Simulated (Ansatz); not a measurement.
Fluorite PbF₂ (high-temperature phase): LDA at its full settings (plane-wave cutoff 520 eV, 10×10×10 k mesh, Fermi–Dirac smearing 0.01 eV, scalar-relativistic PAW data made under PBE) and at cheaper ones, in a cell of 3 atoms with Γ-centred meshes.

```
level and setting             lattice parameter a (Å)  bulk modulus B0 (GPa)
----------------------------  -----------------------  ---------------------
LDA (Ansatz)                                    5.812                   87.9
LDA (Γ point alone) (Ansatz)                    5.888                   88.6
LDA (2×2×2 k mesh) (Ansatz)                     5.824                   86.3
LDA (4×4×4 k mesh) (Ansatz)                     5.812                   87.9
```

Largest shifts from the full settings: lattice constant a +1.31 % (LDA (Γ point alone)), against a difference of -2.15 % of the full result from the reference 5.94 Å (measured, temperature not stated, not corrected to a static lattice; as tabulated in Cadelano and Cappellini (2011), arXiv:1107.5962); bulk modulus -1.8 % (LDA (2×2×2 k mesh)), against a difference of +37 % of the full result from the reference 64 GPa (measured, temperature not stated, not corrected to a static lattice; as tabulated in Cadelano and Cappellini (2011), arXiv:1107.5962).

Ansatz's density-functional and Hartree–Fock values are scalar-relativistic unless marked +SOC, with PAW data made under PBE.

Run with cheap settings on purpose, which may leave them unconverged: LDA (2×2×2 k mesh), LDA (4×4×4 k mesh), LDA (Γ point alone).

Ansatz is a first-principles code.
